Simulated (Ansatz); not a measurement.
# A computed series for AlN: response to strain

The reference is AlN in the wurtzite structure (space group P6_3mc, No. 186; a = 3.130 Å, c = 5.018 Å).

Strains are applied to the cell and any free atomic positions relax.

Method: Ansatz (a quantum-chemistry and plane-wave program), PBE, PAW, cutoff 420 eV, no spin-orbit coupling.

Candidates:
(a) isotropic strain +1.20 %
(b) isotropic strain +2.40 %
(c) isotropic strain +3.00 %

Base values:

| Quantity | Value |
|---|---|
| Band gap | 4.03 eV |

Problem. Order them by band gap, highest first.

Solution. (a) isotropic strain +1.20 % (3.73 eV), (b) isotropic strain +2.40 % (3.44 eV), (c) isotropic strain +3.00 % (3.30 eV)

Semilocal Kohn–Sham gaps tend to fall short of experiment. No phonon test of stability was made.
